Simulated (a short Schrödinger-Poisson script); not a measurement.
Stack: MOS inversion layer, SiO2 on p-type Si(100), at 400 K.

```csv
layer,material,thickness (nm),Na (cm⁻³)
1,SiO2,2.4,-
2,Si,410,1.1e18
```

The device is made up for the run: typed textbook-type constants, with dimensions and the other settings drawn at random. SiO2: permittivity 3.9, conduction-band edge (eV) 3.15, gap (eV) 9, electron mass (mₑ) 0.5. Si: permittivity 11.7, conduction-band edge (eV) 0, gap (eV) 1.124, Nv at 300 K (cm⁻³) 3.1e19.

Channel valleys (confinement mass, in-plane density-of-states mass, number): Δ2 0.916, 0.19, 2; Δ4 0.19, 0.417, 4. At the gate the conduction-band edge of layer 1 lies 3.19 eV − eVg above the Fermi level of the channel; the field vanishes at the back. Gaps are held at their typed values at every temperature. Mesh 0.03 nm at interfaces.

Solved with a short Schrödinger-Poisson script written for these runs: 1D Poisson equation in equilibrium, electrons quantum, Hartree (BenDaniel-Duke, 12 states a valley, the channel's in-plane mass for all, wave functions free to enter the dielectric), parabolic valleys, classical holes, full ionisation, no traps, pinning or gate leakage.

At Vg = 1.9 V the centroid of the electrons lies 1.25 nm from the interface.

Task: Estimate the gate capacitance as the dielectric in series with that distance, and compare.

Result: The dielectric alone has 1.44 μF/cm²; in series with 1.25 nm of the channel's permittivity, 1.23 μF/cm²; the run gives 1.26 μF/cm². The estimate leaves out the density-of-states capacitance and the centroid's move with voltage.
